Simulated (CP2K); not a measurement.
**CP2K run on VAu (R-3m, 2 atoms in the cell): self-consistent single point**

Method of the run: CP2K with PBEsol, GPW, DZVP-MOLOPT-SR-GTH basis, GTH-PBE potentials (GTH_POTENTIALS).

Input:

```
&GLOBAL
  PROJECT calc
  RUN_TYPE ENERGY_FORCE
  PRINT_LEVEL LOW
&END GLOBAL
&FORCE_EVAL
  METHOD Quickstep
  STRESS_TENSOR ANALYTICAL
  &DFT
    BASIS_SET_FILE_NAME BASIS_MOLOPT
    POTENTIAL_FILE_NAME GTH_POTENTIALS
    &QS
      METHOD GPW
      EPS_DEFAULT 1E-10
    &END QS
    &MGRID
      CUTOFF 600
      REL_CUTOFF 50
      NGRIDS 5
    &END MGRID
    &SCF
      SCF_GUESS ATOMIC
      EPS_SCF 1E-6
      MAX_SCF 100
      ADDED_MOS 5
      &DIAGONALIZATION
        ALGORITHM STANDARD
      &END DIAGONALIZATION
      &MIXING
        METHOD BROYDEN_MIXING
        ALPHA 0.3
        NBUFFER 10
      &END MIXING
      &SMEAR ON
        METHOD FERMI_DIRAC
        ELECTRONIC_TEMPERATURE [K] 580.23
      &END SMEAR
    &END SCF
    &KPOINTS
      SCHEME MONKHORST-PACK 7 7 7
    &END KPOINTS
    &XC
      &XC_FUNCTIONAL
        &PBE
          PARAMETRIZATION PBESOL
        &END PBE
      &END XC_FUNCTIONAL
    &END XC
    &PRINT
      &MO
        EIGENVALUES T
        OCCUPATION_NUMBERS T
        NDIGITS 8
        FILENAME mo
        &EACH
          QS_SCF 0
        &END EACH
        ADD_LAST NUMERIC
      &END MO
      &MULLIKEN OFF
      &END MULLIKEN
    &END PRINT
  &END DFT
  &SUBSYS
    &CELL
      A 4.89023800 0.00000000 0.00000000
      B 4.07668700 2.70093500 0.00000000
      C 4.07668700 1.22794200 2.40566200
      PERIODIC XYZ
    &END CELL
    &COORD
      SCALED
      V        0.50000000     0.50000000     0.50000000
      Au       0.00000000     0.00000000     0.00000000
    &END COORD
    &KIND V
      BASIS_SET DZVP-MOLOPT-SR-GTH-q13
      POTENTIAL GTH-PBE-q13
    &END KIND
    &KIND Au
      BASIS_SET DZVP-MOLOPT-SR-GTH-q11
      POTENTIAL GTH-PBE-q11
    &END KIND
  &END SUBSYS
  &PRINT
    &FORCES ON
    &END FORCES
    &STRESS_TENSOR ON
    &END STRESS_TENSOR
  &END PRINT
&END FORCE_EVAL
```

The program printed (abridged):

```
 GLOBAL| Method name                                                        CP2K
 GLOBAL| Project name                                                       calc
 GLOBAL| Run type                                                   ENERGY_FORCE

 TOTAL NUMBERS AND MAXIMUM NUMBERS

  Total number of            - Atomic kinds:                                   2
                             - Atoms:                                          2
                             - Shell sets:                                     2
                             - Shells:                                        15
                             - Primitive Cartesian functions:                 11
                             - Cartesian basis functions:                     61
                             - Spherical basis functions:                     51

  Maximum angular momentum of- Orbital basis functions:                        3
                             - Local part of the GTH pseudopotential:          2
                             - Non-local part of the GTH pseudopotential:      4

 SCF PARAMETERS         Density guess:                                    ATOMIC
                        max_scf:                                             100
                        max_diis:                                              4
                        eps_scf:                                        1.00E-06
                        eps_diis:                                       1.00E-01
                        eps_eigval:                                     1.00E-05
                        level_shift [a.u.]:                             0.000000
                        added MOs                                         5    0
                        Mixing method:                            BROYDEN_MIXING
                                                charge density mixing in g-space
                        Smear method:                                FERMI_DIRAC
                        Electronic temperature [K]:                        580.2
                        Electronic temperature [a.u.]:                  1.84E-03
                        Accuracy threshold:                             1.00E-10
                        No outer SCF

 Extrapolation method: initial_guess

 Number of electrons:                                                         24
 Number of occupied orbitals:                                                 12
 Number of molecular orbitals:                                                17

 Number of orbital functions:                                                 51
 Number of independent orbital functions:                                     51

 SCF WAVEFUNCTION OPTIMIZATION

  Step     Update method      Time    Convergence         Total energy    Change
     1 NoMix/Diag. 0.30E+00      -     1.35146397      -104.9200821700 -1.05E+02
     2 Broy./Diag. 0.30E+00      -     0.66396725      -105.4704638627 -5.50E-01
     3 Broy./Diag. 0.30E+00      -     0.33317118      -107.8192719026 -2.35E+00
     4 Broy./Diag. 0.30E+00      -     0.11803163      -105.5870577653  2.23E+00
     5 Broy./Diag. 0.30E+00      -     0.05740201      -104.4172303721  1.17E+00
     6 Broy./Diag. 0.30E+00      -     0.01469199      -104.7619211497 -3.45E-01
     7 Broy./Diag. 0.30E+00      -     0.00254534      -104.6377370109  1.24E-01
   [... 2 lines left out ...]
    10 Broy./Diag. 0.30E+00      -     0.00005762      -104.6419497079 -3.76E-03
    11 Broy./Diag. 0.30E+00      -     0.00010158      -104.6423088525 -3.59E-04
    12 Broy./Diag. 0.30E+00      -     0.00001488      -104.6416806866  6.28E-04
    13 Broy./Diag. 0.30E+00      -     0.00000105      -104.6415870422  9.36E-05
    14 Broy./Diag. 0.30E+00      -     0.00000054      -104.6415871008 -5.87E-08

  *** SCF run converged in    14 steps ***

  Electronic density on regular grids:        -23.9999999976        0.0000000024
  Core density on regular grids:               23.9999999977       -0.0000000023
  Total charge density on r-space grids:        0.0000000001
  Total charge density g-space grids:           0.0000000001

  Overlap energy of the core charge distribution:               0.00000001140575
  Self energy of the core charge distribution:               -184.98405814469206
  Core Hamiltonian energy:                                     51.42674263294854
  Hartree energy:                                              42.58508965270600
  Exchange-correlation energy:                                -13.66863474319636
  Electronic entropic energy:                                  -0.00072650874448
  Fermi energy:                                                 0.42279718055540

  Total energy:                                              -104.64158710084524
  Total energy (extrapolated to T->0):                       -104.64122384647301

 ENERGY| Total FORCE_EVAL ( QS ) energy [hartree]           -104.641590715733400

 FORCES| Atomic forces [hartree/bohr]
 FORCES|   Atom     x               y               z               |f|
 FORCES|      1 -6.37371252E-14 -2.18927382E-15  5.44961727E-14   8.38871080E-14
 FORCES|      2  1.06278449E-13  3.59229314E-14  4.34818018E-14   1.20317218E-13
 FORCES| Sum     4.25413239E-14  3.37336576E-14  9.79779745E-14
 FORCES| Total atomic force                                       1.12015210E-13

 STRESS| Analytical stress tensor [bar]
 STRESS|                        x                   y                   z
 STRESS|      x       -2.75184312965E+04   7.10226967462E+03   4.34894437325E+03
 STRESS|      y        7.10226967462E+03  -4.89581168591E+04   1.30974435042E+03
 STRESS|      z        4.34894437325E+03   1.30974435042E+03  -5.02953071949E+04
 STRESS| 1/3 Trace                                            -4.22572851168E+04
```

The run converged in 14 iterations.

The starting cell comes from a database of computed structures (which also holds hypothetical and non-ambient phases and stackings), without a prior relaxation at this level. Spin polarisation is off. Values carry the incompleteness of an atom-centred basis. The potentials were made for another functional than the one used. With a pressure of about -4 GPa the cell is away from its equilibrium volume at this level.

Cost on one core of a shared machine: roughly 2 min.
